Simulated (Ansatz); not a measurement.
We consider GeSe₂ (I-42d, No. 122, 6 atoms in the cell; start mp-10074), described by HSE06 (Ansatz, a quantum-chemistry and plane-wave program, PAW).

Run with plane-wave cutoff 460 eV, 6×6×6 k mesh, Fermi–Dirac smearing 0.01 eV, scalar-relativistic PAW data made under PBE.

Cell (relaxed with PBEsol):

```
CELL_PARAMETERS angstrom
     -2.89533     2.89533     4.80214
      2.89533    -2.89533     4.80214
      2.89533     2.89533    -4.80214
ATOMIC_POSITIONS crystal
  Ge 0.75000 0.25000 0.50000
  Ge 0.00000 0.00000 0.00000
  Se 0.62445 0.62500 0.49945
  Se 0.37500 0.87445 0.99945
  Se 0.12555 0.12500 0.50055
  Se 0.87500 0.37555 0.00055
```

Task: Predict the band gap and smallest direct gap on the k points sampled.

Result: 
- band gap = 2.28 eV (on the SCF k mesh) (indirect)
- smallest direct gap on the k points sampled = 2.64 eV

Note: cell and atoms aren't relaxed at this level (pressure 0.3 GPa).

Spin–orbit coupling is not included.

The computed numbers hold no vibrational or temperature effects.

The result took roughly 8 core-minutes.

A start named mp-… is a Materials Project structure, which need not be a measured phase.
